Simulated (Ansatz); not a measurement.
Al on the 1x1 (0001) surface of hcp Co, ferromagnetic, one in a 2x2 cell, started at the site 'hollow Co-Co-Co over Co at depth 2.0 Å'

All values below come from PBE (plane waves to 420 eV, PAW; Ansatz, an electronic-structure program).

Model: 17-atom slab, 6.0 Å thick at the start under the adsorbate (thin: gaps and levels are the slab's own), 7x7x1 mesh, Fermi-Dirac 0.1 eV, dipole correction, 8 atoms held, the rest relaxed; symmetry of the start imposed; spin-polarised, no spin-orbit, no U, no dispersion correction. At the end it is bonded to 3 Co. In PBE it is, or lies within 0.03 eV of, the lowest of the starts that converged.

The adsorption energy against an atom of fcc Al comes out as -0.93 kcal/mol. The work function of the top face comes out as 4.07 eV and the change of the work function is -0.90 eV. The change of the step from the bottom to the top vacuum level, against the clean slab is -0.90 eV and the energy released by relaxation is 0.097 eV. The height of the binding atom over the mean of the host atoms within 0.3 Å of the top one is 1.882 Å and the magnetic moment of the cell is 25.86 μB. The nearest host atoms of the binding atom comes out as Co at 2.40 Å, Co at 2.40 Å, Co at 2.40 Å and the largest move of a host atom is 0.05 Å. The cost is very roughly 13 core-minutes.

A negative adsorption energy means that the adsorbate is more stable on the surface than in its reference.
